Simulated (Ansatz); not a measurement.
The reference is TlF in the NiAs type structure (space group P6_3/mmc, No. 194; a = 3.752 Å, c = 6.890 Å; a hypothetical phase, not in the database extracts checked).

Method: PBEsol/PAW in Ansatz (a first-principles code), spin-orbit coupling left out.

One change was made to it. Results:

```json
[
 {"quantity": "band gap", "base": "1.90 eV", "after": "zero"},
 {"quantity": "volume per atom", "base": "21.00 Å³", "after": "16.02 Å³"}
]
```

Question: What was done to the base?
A) pressure 30 GPa
B) pressure −1 GPa
C) pressure 50 GPa
D) pressure 15 GPa

Answer: D, pressure 15 GPa. For comparison, the volume per atom in the other runs: pressure −1 GPa gives 21.65 Å³; pressure 50 GPa gives 12.76 Å³; pressure 30 GPa gives 14.09 Å³.

The mesh was chosen for an insulator and is coarse for the gapless case. From pressure 15 GPa on, the axis ratios lie over 15 % from the base's, so the cell there is far from its starting form. With Tl present, leaving out spin-orbit coupling can change the band edges. Load acts through the strain it causes; cell and atoms are relaxed under it. Whether these cells are dynamically stable was not tested. Competing high-pressure phases were not computed. The final runs are not spin-polarised. The zero or small gap of TlF under pressure 15 GPa and TlF under pressure 30 GPa can change with the level of theory.
